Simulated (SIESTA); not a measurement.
Band structure of SiO2 (P4_2/mnm, 6 atoms in the cell).

```yaml
crystal:
  lattice:
    - [4.22222, 0.00000, 0.00000]
    - [0.00000, 4.22222, 0.00000]
    - [0.00000, 0.00000, 2.69697]
  atoms:
    - { symbol: Si, position: [0.00000, 0.00000, 0.00000] }
    - { symbol: Si, position: [0.50000, 0.50000, 0.50000] }
    - { symbol: O, position: [0.30600, 0.30600, 0.00000] }
    - { symbol: O, position: [0.80600, 0.19400, 0.50000] }
    - { symbol: O, position: [0.19400, 0.80600, 0.50000] }
    - { symbol: O, position: [0.69400, 0.69400, 0.00000] }
```

Method: GGA PBE, numerical atomic orbitals DZP, PseudoDojo PBE standard norm-conserving potentials (rewritten from UPF to PSML) (SIESTA 5.4.2).

Settings: XC.functional = GGA; XC.authors = PBE; potentials = PseudoDojo PBE standard; PAO.BasisSize = DZP; PAO.EnergyShift = 0.01 Ry; MeshCutoff = 300 Ry; kgrid.MonkhorstPack = 5 5 8; OccupationFunction = FD; ElectronicTemperature = 580.23 K; MaxSCFIterations = 150; SCF.Mixer.Method = Pulay; SCF.Mixer.Weight = 0.25; SCF.Mixer.History = 8; SCF.DM.Tolerance = 1.0E-04.

The starting cell has typed, rounded lattice constants, without a prior relaxation at this level. Its lattice was rescaled by a random factor within 2.5 % of one. Values carry the incompleteness of an atom-centred basis.

Task: Predict the gap along the standard path and the places of the band edges.

Result: The gap along the path is 4.97 eV, direct at Γ to within 0.01 eV.

Levels in eV from the top of the valence band on the path, bands 13 to 17:
| point | 13 | 14 | 15 | 16 | 17 |
|---|---|---|---|---|---|
| Γ | -2.61 | -0.87 | -0.87 | 0.00 | 4.97 |
| X | -2.77 | -2.77 | -1.06 | -1.06 | 7.26 |
| M | -2.65 | -2.65 | -2.21 | -2.21 | 6.96 |
| Z | -2.95 | -2.95 | -2.62 | -2.62 | 8.65 |
| R | -2.32 | -2.32 | -1.66 | -1.66 | 8.44 |
| A | -1.73 | -1.73 | -1.47 | -1.47 | 6.73 |

Higher empty bands are left out: an atom-centred basis made for the valence describes them poorly.
